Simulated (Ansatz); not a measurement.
A self-consistent single point of Ca2AgPd2 (Imm2, 5 atoms in the cell) with Ansatz (an electronic-structure program).

Computed with PBEsol, harder PAW files (source: ansatz) made with PBE (plane waves; Ansatz).

```yaml
crystal:
  lattice:
    - [-2.25061, 2.90195, 4.22935]
    - [2.25061, -2.90195, 4.22935]
    - [2.25061, 2.90195, -4.22935]
  atoms:
    - { symbol: Ca, position: [0.70812, 0.20812, 0.50000] }
    - { symbol: Ca, position: [0.29779, 0.79779, 0.50000] }
    - { symbol: Ag, position: [0.00000, 0.00000, 0.00000] }
    - { symbol: Pd, position: [0.73119, 0.50000, 0.23119] }
    - { symbol: Pd, position: [0.26881, 0.50000, 0.76881] }
```

Reference input (self-consistent single point, DFT, PBEsol, plane waves, default PAW files made with PBE): basis.ecutwfc = 420 eV; kpoints.mp_grid.grid = 5 5 5; hamiltonian.xc = pbesol; hamiltonian.pseudopotentials = {kind: paw} (the program's default PAW files); scf.occupations.method = fermi_dirac; scf.occupations.width = 0.1 eV. This run's input differs from it in these lines:

Ansatz 0.2 input:
```diff
@@ -12,3 +12,3 @@
 basis:
-  ecutwfc: 420.0
+  ecutwfc: 900.0
 kpoints:
@@ -17,3 +17,3 @@
   xc: pbesol
-  pseudopotentials: { kind: paw }
+  pseudopotentials: { kind: paw, source: ansatz }
 scf:
```

The program printed (abridged):

```
SCF iter   1: F=—  HF=-24977.147227 eV  |F-HF|=—  |Δ(HF+E_count)|=         —  Δρ=4.97e-1  dr2=5.56e2  ethr=3.10e-3  ⟨swp⟩=10.3  Hψ=6515  notcnv=0
all-band conjugate gradients solve this SCF's bands
preconditioner: auto → Kerker (q_TF=auto, 2.558 Å⁻¹)
SCF iter   2: F=—  HF=-24943.382068 eV  |F-HF|=—  |Δ(HF+E_count)|=    3.38e1  Δρ=9.18e-2  dr2=9.10e0  ethr=3.10e-3  ⟨swp⟩=5.1  Hψ=3375  notcnv=0
   [... lines left out ...]
SCF iter   8: F=—  HF=-24942.498634 eV  |F-HF|=—  |Δ(HF+E_count)|=   3.78e-5  Δρ=2.23e-4  dr2=9.90e-5  ethr=3.61e-7  ⟨swp⟩=2.0  Hψ=2077  notcnv=0  defer=2
SCF iter   9: F=—  HF=-24942.498967 eV  |F-HF|=—  |Δ(HF+E_count)|=   3.33e-4  Δρ=8.80e-5  dr2=2.18e-5  ethr=1.32e-7  ⟨swp⟩=2.0  Hψ=1446  notcnv=0  defer=2
SCF iter  10: F=—  HF=-24942.498962 eV  |F-HF|=—  |Δ(HF+E_count)|=   4.42e-6  Δρ=2.02e-5  dr2=5.69e-7  ethr=2.91e-8  ⟨swp⟩=2.0  Hψ=1561  notcnv=0  defer=2
SCF iter  11: F=-24942.498962 eV  HF=-24942.498962 eV  |F-HF|=5.91e-8  |Δ(HF+E_count)|=   2.81e-8  Δρ=7.77e-6  dr2=8.79e-8  ethr=1.33e-10  ⟨swp⟩=8.8  Hψ=5848  notcnv=0
SCF 1 converged in 11 iterations: F = -24942.498962 eV  dr2 = 8.79e-8
Free energy (F): -24942.498962 eV
Internal energy: -24942.449836 eV  (E = F + TS)
E sigma→0 (E₀):  -24942.474399 eV
Entropy (-TS):   -0.049126 eV (-9.825 meV/atom)
Fermi energy:    11.761412 eV
--- Forces (eV/Å), atoms counted from 1 ---
  atom   1  Ca    -0.00000000     0.00000000    -0.19274464
  atom   2  Ca    -0.00000000     0.00000000     0.04595392
  atom   3  Ag     0.00000000     0.00000000     0.02832137
  atom   4  Pd     0.00000000     0.01664767     0.05923233
  atom   5  Pd    -0.00000000    -0.01664767     0.05923233
--- Stress (GPa, compression-positive) ---
       -3.254932       0.000000      -0.000000
        0.000000      -2.895275       0.000000
       -0.000000       0.000000      -2.095301
  P = ⅓ Tr σ = -2.7485 GPa (-27.485 kbar)
  The stress holds the Pulay correction. Without it, at fixed plane waves, as pw.x and ABINIT print it: P = -2.7573 GPa
```

The run converged in 11 iterations. Against the reference run the pressure moves little (-2.73 to -2.75 GPa) and the largest force moves little (0.192 to 0.193 eV/Å).

The starting cell comes from a database of computed structures (which also holds hypothetical and non-ambient phases and stackings), without a prior relaxation at this level. Its lattice was rescaled by up to half a per cent. One atom was moved a little off its site on purpose. Spin polarisation is off. Ansatz's pressure includes its estimate of the finite-basis (Pulay) stress.

Cost on one core of a shared machine: roughly 50 s.
